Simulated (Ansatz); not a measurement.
RhGe2 (model structure, started from the MoSi2 type, I4/mmm, No. 139, 3 atoms in the cell): properties by level of theory

```json
[
 {"level (code)": "PBE (Ansatz)", "lattice parameter a (Å)": "3.408", "c axis length (Å)": "8.228", "enthalpy of formation (eV/atom)": "…"},
 {"level (code)": "PBEsol (Ansatz)", "lattice parameter a (Å)": "3.363", "c axis length (Å)": "8.082", "enthalpy of formation (eV/atom)": "-0.175"},
 {"level (code)": "PBE-D3(BJ) (Ansatz)", "lattice parameter a (Å)": "…", "c axis length (Å)": "8.112", "enthalpy of formation (eV/atom)": "-0.188"}
]
```

Problem. Fill in the missing entries.

Solution. 
- PBE (Ansatz, a program for electronic structure), enthalpy of formation (eV/atom): -0.123
- PBE-D3(BJ) (Ansatz), lattice parameter a (Å): 3.368

Ansatz's density-functional and Hartree–Fock values are scalar-relativistic unless marked +SOC, with PAW data made under PBE.

The computed numbers hold no vibrational or temperature effects.

A model structure was made by putting elements into a prototype or built by hand; it is no filed structure, need not be a known phase, and can be a saddle point held by its symmetry.
